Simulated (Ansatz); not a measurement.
Base system: Re in the diamond structure (space group Fd-3m, No. 227; a = 5.594 Å; a hypothetical phase, not in the database extracts checked).

Modification: a negative pressure, −1 GPa.

Levels (all Ansatz, a quantum-chemistry and plane-wave program, PAW): PBEsol (420 eV, no spin-orbit coupling); PBEsol+SOC (420 eV, spin-orbit coupling included).

The geometry is relaxed with PBEsol.

* **PBEsol pressure**: -1.0 GPa

Task: How does going to PBEsol+SOC change the pressure?

Result: The pressure rises by 0.6 GPa (-1.0 GPa → -0.4 GPa).

Single points use the geometry relaxed with PBEsol. Differences between runs with and without spin-orbit coupling are approximate. Load acts through the strain it causes; cell and atoms are relaxed under it. Whether these cells are dynamically stable was not tested. The runs without spin-orbit coupling are not spin-polarised.
